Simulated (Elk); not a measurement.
Input and output of a self-consistent single point for BaSn3Pd (I4mm, 5 atoms in the cell) (Elk)

Method: PBEsol, all-electron FP-LAPW, Elk's shipped species files, default APW+lo basis (Elk).

This input was run:

```
tasks
  0

xctype
  22

rgkmax
  7.0

rmtscf
  0.89

stype
  3

swidth
  0.00367493

avec
   -4.5633314327    4.5633314327   10.4177445408
    4.5633314327   -4.5633314327   10.4177445408
    4.5633314327    4.5633314327  -10.4177445408

atoms
  3   : nspecies
  'Ba.in'   : spfname
  1   : natoms; atposl, bfcmt below
  0.9999900000  0.9999900000  0.0000000000    0.0 0.0 0.0
  'Sn.in'   : spfname
  3   : natoms; atposl, bfcmt below
  0.2495400000  0.7495400000  0.5000000000    0.0 0.0 0.0
  0.7495400000  0.2495400000  0.5000000000    0.0 0.0 0.0
  0.4125600000  0.4125600000  0.0000000000    0.0 0.0 0.0
  'Pd.in'   : spfname
  1   : natoms; atposl, bfcmt below
  0.6503800000  0.6503800000  0.0000000000    0.0 0.0 0.0

ngridk
  5 5 5
```

The program printed (abridged):

```
│ Elk code version 10.2.4 │

All units are atomic (Hartree, Bohr, etc.)

│ Ground-state run starting from atomic densities │

Lattice vectors :
  -4.563331433       4.563331433       10.41774454
   4.563331433      -4.563331433       10.41774454
   4.563331433       4.563331433      -10.41774454

Unit cell volume      :    867.7561894
Brillouin zone volume :   0.2858524277

Muffin-tin inner radius fraction :   0.1000000000E-01

Nuclei treated as point charges

Species :    1 (Ba)
 parameters loaded from : Ba.in
 name : barium
 nuclear charge    :   -56.00000000
 electronic charge :    56.00000000
 atomic mass :    250331.8069
 muffin-tin radius :    2.492000000
 number of radial points in muffin-tin :    697
 atomic positions (lattice), magnetic fields (Cartesian) :
   1 :   0.00000000  0.00000000  0.00000000    0.00000000  0.00000000  0.00000000

Species :    2 (Sn)
 parameters loaded from : Sn.in
 name : tin
 nuclear charge    :   -50.00000000
 electronic charge :    50.00000000
 atomic mass :    216395.0920
 muffin-tin radius :    2.314000000
 number of radial points in muffin-tin :    597
 atomic positions (lattice), magnetic fields (Cartesian) :
   1 :   0.24955000  0.74955000  0.50000000    0.00000000  0.00000000  0.00000000
   2 :   0.74955000  0.24955000  0.50000000    0.00000000  0.00000000  0.00000000
   3 :   0.41257000  0.41257000  0.00000000    0.00000000  0.00000000  0.00000000

Species :    3 (Pd)
 parameters loaded from : Pd.in
 name : palladium
 nuclear charge    :   -46.00000000
 electronic charge :    46.00000000
 atomic mass :    193991.7925
 muffin-tin radius :    2.314000000
 number of radial points in muffin-tin :    497
 atomic positions (lattice), magnetic fields (Cartesian) :
   1 :   0.65039000  0.65039000  0.00000000    0.00000000  0.00000000  0.00000000

Total number of atoms per unit cell :    5

Spin treatment :
 spin-unpolarised

Number of Bravais lattice symmetries :   16
   [... lines left out ...]
Maximum |G| for potential and density :    12.00000000
 potential will be trimmed for |G| > 2 gkmax
Constant for pseudocharge density :    7
Radial integration step length :    4

G-vector grid sizes :     48    48    48
Number of G-vectors :    25319

Maximum angular momentum used for
 APW functions                      :    8
 outer part of muffin-tin           :    6
 inner part of muffin-tin           :    1

Total nuclear charge    :   -252.0000000
Total core charge       :    154.0000000
Total valence charge    :    98.00000000
Total excess charge     :    0.000000000
Total electronic charge :    252.0000000

Effective Wigner radius, rₛ :   0.9367769368

Number of empty states         :   20
Total number of valence states :   69
Total number of core states    :  154

Total number of local-orbitals :   87

Exchange-correlation functional :     22     0     0
 PBEsol, Phys. Rev. Lett. 100, 136406 (2008)
 gradient requirement :    1
 generalised gradient approximation (GGA)

Smearing type :    3
 Fermi-Dirac
Smearing width :   0.3674930000E-02
Effective electronic temperature (K) :    1160.451112

Mixing type :    3
 Broyden mixing, J. Phys. A: Math. Gen. 17, L317 (1984)

Kohn-Sham potential initialised from atomic data
│ Self-consistent loop started │
│ Loop number : 1 │
 total energy                :     -31678.2292747
│ Loop number : 2 │
 total energy                :     -31681.8354586
RMS change in Kohn-Sham potential (target) :   0.4540923609     (  0.1000000000E-05)
Absolute change in total energy (target)   :    3.606183903     (  0.1000000000E-03)
│ Loop number : 3 │
 total energy                :     -31696.7314933
RMS change in Kohn-Sham potential (target) :   0.2901737644     (  0.1000000000E-05)
Absolute change in total energy (target)   :    15.79758068     (  0.1000000000E-03)
│ Loop number : 4 │
 total energy                :     -31705.3136993
RMS change in Kohn-Sham potential (target) :   0.1692654355     (  0.1000000000E-05)
Absolute change in total energy (target)   :    12.53160120     (  0.1000000000E-03)
│ Loop number : 5 │
 total energy                :     -31709.3545207
RMS change in Kohn-Sham potential (target) :   0.8668040125E-01 (  0.1000000000E-05)
Absolute change in total energy (target)   :    7.173721674     (  0.1000000000E-03)
   [... lines left out ...]
Absolute change in total energy (target)   :   0.1151034968E-01 (  0.1000000000E-03)
│ Loop number : 14 │
 total energy                :     -31710.1313839
RMS change in Kohn-Sham potential (target) :   0.3603928999E-05 (  0.1000000000E-05)
Absolute change in total energy (target)   :   0.2307797778E-02 (  0.1000000000E-03)
│ Loop number : 15 │
 total energy                :     -31710.1310778
RMS change in Kohn-Sham potential (target) :   0.1411205236E-05 (  0.1000000000E-05)
Absolute change in total energy (target)   :   0.2708431603E-03 (  0.1000000000E-03)
│ Loop number : 16 │
 total energy                :     -31710.1311214
RMS change in Kohn-Sham potential (target) :   0.4295762863E-06 (  0.1000000000E-05)
Absolute change in total energy (target)   :   0.1112937025E-03 (  0.1000000000E-03)
│ Loop number : 17 │
 total energy                :     -31710.1311417
RMS change in Kohn-Sham potential (target) :   0.1659126580E-06 (  0.1000000000E-05)
Absolute change in total energy (target)   :   0.4813832493E-04 (  0.1000000000E-03)
Convergence targets achieved

│ Loop number : 18 │

Energies :
 Fermi                       :     0.295856946477
 sum of eigenvalues          :     -19198.5637745
 electron kinetic            :      33455.7556425
 core electron kinetic       :      32305.8179669
 Coulomb                     :     -64340.8764099
 Coulomb potential           :     -51569.8625691
 nuclear-nuclear             :     -2745.43159185
 electron-nuclear            :     -71621.0270669
 Hartree                     :      10025.5822489
 Madelung                    :     -38555.9451253
 xc potential                :     -1084.45684786
 exchange                    :     -809.712859558
 correlation                 :     -15.2951309525
 electron entropic           :    -0.242078964185E-02
 total energy                :     -31710.1311787

Density of states at Fermi energy :    59.94960580
 (states/Hartree/unit cell)

Estimated indirect band gap :   0.7268169287E-03
 from k-point     25 to k-point     15
Estimated direct band gap   :   0.9413696653E-02
 at k-point     21

Charges :
 core                        :    154.0000000
 valence                     :    98.00000000
 interstitial                :    12.22801833
 muffin-tins (core leakage)
  species :    1 (Ba)
   atom    1                 :    53.02555119     (  0.4688025681E-04)
  species :    2 (Sn)
   atom    1                 :    47.44869307     (  0.3718757076E-03)
   atom    2                 :    47.44869307     (  0.3718757076E-03)
   atom    3                 :    47.46599700     (  0.3722301270E-03)
  species :    3 (Pd)
   atom    1                 :    44.38304734     (  0.6295994126E-07)
 total in muffin-tins        :    239.7719817
 total calculated charge     :    252.0087965
 total charge                :    252.0000000
 error                       :   0.8796537367E-02

│ Self-consistent loop stopped │
```

The run converged in 18 iterations. The count includes the last loop, which Elk runs after its targets are met.

The starting cell comes from a database of computed structures (which also holds hypothetical and non-ambient phases and stackings), without a prior relaxation at this level. Its lattice was rescaled by a random factor within 2.5 % of one. Spin polarisation is off. Values depend on the basis (sphere radii, cutoffs, local orbitals), which need not be converged. The log's line on a gap gives a spacing of levels on this mesh, which the program prints for metals too.

Cost on one core of a shared machine: roughly 3 min.
